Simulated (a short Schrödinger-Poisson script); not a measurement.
System: MOS inversion layer, SiO2 on p-type InP, at 300 K.

```csv
layer,material,thickness (nm),Na (cm⁻³)
1,SiO2,3,-
2,InP,990,2.3e17
```

The device is made up for the run: typed textbook-type constants, with dimensions and the other settings drawn at random. SiO2: permittivity 3.9, conduction-band edge (eV) 3.48, gap (eV) 9, electron mass (mₑ) 0.5. InP: permittivity 12.5, conduction-band edge (eV) 0, gap (eV) 1.344, Nv at 300 K (cm⁻³) 1.1e19.

Channel valleys (confinement mass, in-plane density-of-states mass, number): Γ 0.08, 0.08, 1. At the gate the conduction-band edge of layer 1 lies 3.84 eV − eVg above the Fermi level of the channel; the field vanishes at the back. Gaps are held at their typed values at every temperature. Mesh 0.03 nm at interfaces.

Solved with a short Schrödinger-Poisson script written for these runs: 1D Poisson equation in equilibrium, electrons classical, Boltzmann, parabolic valleys, classical holes, full ionisation, no traps, pinning or gate leakage.

The same stack at other levels of the model or other numerical settings:

```json
[
 {"run": "base", "sheet density of all electrons at Vg = 2.1 V (cm⁻²)": "9.24e12", "sheet density of all electrons at Vg = 0.9 V (cm⁻²)": "1.21e12", "capacitance at Vg = 2.1 V (μF/cm²)": "1.11", "centroid of the channel electrons at Vg = 2.1 V (nm)": "0.48", "rough cost against the base": "about 1"},
 {"run": "electrons treated as classical, Fermi-Dirac", "sheet density of all electrons at Vg = 2.1 V (cm⁻²)": "7.08e12", "sheet density of all electrons at Vg = 0.9 V (cm⁻²)": "8.80e11", "capacitance at Vg = 2.1 V (μF/cm²)": "___", "centroid of the channel electrons at Vg = 2.1 V (nm)": "2.07", "rough cost against the base": "6"},
 {"run": "electrons treated as quantum, Hartree", "sheet density of all electrons at Vg = 2.1 V (cm⁻²)": "6.24e12", "sheet density of all electrons at Vg = 0.9 V (cm⁻²)": "4.62e11", "capacitance at Vg = 2.1 V (μF/cm²)": "0.830", "centroid of the channel electrons at Vg = 2.1 V (nm)": "___", "rough cost against the base": "20"},
 {"run": "electrons treated as quantum, Hartree plus LDA exchange-correlation", "sheet density of all electrons at Vg = 2.1 V (cm⁻²)": "6.39e12", "sheet density of all electrons at Vg = 0.9 V (cm⁻²)": "5.14e11", "capacitance at Vg = 2.1 V (μF/cm²)": "0.836", "centroid of the channel electrons at Vg = 2.1 V (nm)": "3.23", "rough cost against the base": "30"},
 {"run": "mesh six times as coarse", "sheet density of all electrons at Vg = 2.1 V (cm⁻²)": "9.14e12", "sheet density of all electrons at Vg = 0.9 V (cm⁻²)": "___", "capacitance at Vg = 2.1 V (μF/cm²)": "1.10", "centroid of the channel electrons at Vg = 2.1 V (nm)": "0.57", "rough cost against the base": "0.6"}
]
```

Problem. What belongs in the gaps?

Solution. 
- electrons treated as quantum, Hartree, centroid of the channel electrons at Vg = 2.1 V (nm): 3.30
- mesh six times as coarse, sheet density of all electrons at Vg = 0.9 V (cm⁻²): 1.19e12
- electrons treated as classical, Fermi-Dirac, capacitance at Vg = 2.1 V (μF/cm²): 0.882

The classical rows ignore confinement, and Boltzmann statistics overrate the density once the band edge passes the Fermi level.

Above a few 1e12 electrons/cm² a light Γ valley is non-parabolic and upper valleys begin to fill, which the model leaves out.
